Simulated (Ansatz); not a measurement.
Take Mg2Sn (space group Fm-3m, No. 225; a = 6.747 Å; relaxed with 0.1 eV smearing) as the base. Axes: x, y, z lie along the cube axes.

The values are results of DFT with PBEsol, PAW potentials and a 420 eV plane-wave cutoff in Ansatz (a program for electronic structure), no spin-orbit coupling, not measurements.

Now apply this change: the cell is compressed by 3.00 % along z with no lateral relaxation; the atoms relax in the strained cell.

**Question.** Predict the stress tensor and what it implies for the stiffness.

**Answer.** Stress of the strained cell less that of the base (GPa, compression positive):
```
    0.9     0.0     0.0
    0.0     0.9     0.0
    0.0     0.0     2.4
```

Then −Δσ_ii/ε with ε = -0.0300 gives secant stiffness values (nonlinear terms included at this strain): C33 ≈ 80 GPa, C13 ≈ 31 GPa and C23 ≈ 31 GPa.

As a check, the harmonic strain energy −½ V₀ Δσ:ε is 5.8 meV/atom; the computed energy rise is 5.6 meV/atom.

Whether these cells are dynamically stable was not tested.
